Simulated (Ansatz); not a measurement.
Base system: ZnGeP₂ in the chalcopyrite structure (space group I-42d, No. 122; a = 5.424 Å, c = 10.709 Å). Axes: x, y, z lie along a, b, c of the conventional cell.

All numbers come from Ansatz (an electronic-structure program) PBEsol, no SOC.

Base values:

- Valence-band top at Γ = 0.00, -0.07, -0.07 eV
- Smallest direct gap = 1.24 eV

Modification: strain tensor (xx, yy, zz, yz, xz, xy) = (−0.29, +0.98, +1.12, +0.21, +0.15, −0.09) %, atoms relaxed at fixed cell.

How does this affect the valence-band top at Γ?

The valence-band top at Γ (three highest levels, from the VBM) changes from 0.00, -0.07, -0.07 eV to 0.00, -0.02, -0.09 eV.

How does this affect the stress?

The stress (xx, yy, zz, yz, xz, xy; compression positive) is (-0.82, -1.70, -1.80, -0.26, -0.20, 0.11) GPa.

Estimate the effect on the energy relative to the base.

The energy goes up by 2.3 meV/atom.

Estimate the effect on the smallest direct gap.

The smallest direct gap stays essentially unchanged (1.24 eV against 1.25 eV).

Whether these cells are dynamically stable was not tested.
